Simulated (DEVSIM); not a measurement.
Structure: Mo/Al2O3/p-Ge capacitor, at 300 K.

Layer 1 from the left is Al2O3, thickness (nm) 6.80. Layer 2 from the left is Ge, thickness (nm) 4200, Na (cm⁻³) 2e16.

Metal gate on the left, work function 4.6 eV. Fixed charge at the semiconductor interface 0 cm⁻² (in units of +e); interface traps 2e12 cm⁻² eV⁻¹, uniform in energy, neutral level at 0.5 of the gap above the valence band.

The device is made up for the run: typed textbook-type constants, with dimensions and the other settings drawn at random. Values at 300 K.

Al2O3: gap (eV) 6.8, affinity (eV) 1.35, permittivity 9. Ge: gap (eV) 0.664, affinity (eV) 4, permittivity 16, Nc (cm⁻³) 1.04e19, Nv (cm⁻³) 6e18.

Model (solved in DEVSIM): 1D Poisson equation in equilibrium, Boltzmann statistics, complete ionisation; no quantum confinement or tunnelling. Metal contacts follow the ideal Schottky-Mott rule: no Fermi-level pinning, no interface dipoles.

Question: What does the simulation give for the minimum of the low-frequency capacitance, the flat-band voltage?

Answer: minimum of the low-frequency capacitance 0.310 μF/cm²; flat-band voltage 0.03 V.
